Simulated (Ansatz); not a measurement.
Given:

End structure of a constructed model of the (0001) surface of hcp Ru, a layer of Os in place of the third plane (bottom of the slab: a bare face, its two planes held):

```
CELL_PARAMETERS angstrom
      2.72140     0.00000     0.00000
     -1.36070     2.35680     0.00000
      0.00000     0.00000    27.00000
ATOMIC_POSITIONS crystal
  Ru 0.66667 0.33333 0.30169
  Ru 0.33333 0.66667 0.38119
  Ru 0.66667 0.33333 0.46054
  Os 0.33333 0.66667 0.54116
  Ru 0.66667 0.33333 0.62134
  Ru 0.33333 0.66667 0.69793
```

Model: 6-atom slab, 10.7 Å thick at the start with caps and adatoms (thin: gaps and levels are the slab's own), 16x16x1 mesh, Fermi-Dirac 0.1 eV, dipole correction, 2 atoms held, the rest relaxed; symmetry of the start imposed; no spin, no spin-orbit, no U. In PBE it lies 0.06 eV a 1x1 cell over the lowest computed structure of the same composition (a layer of Os in place of the second plane).

**Question.** Estimate the work function of the top face that PBE in Ansatz (an electronic-structure program) returns for this input.

**Answer.** 5.01 eV
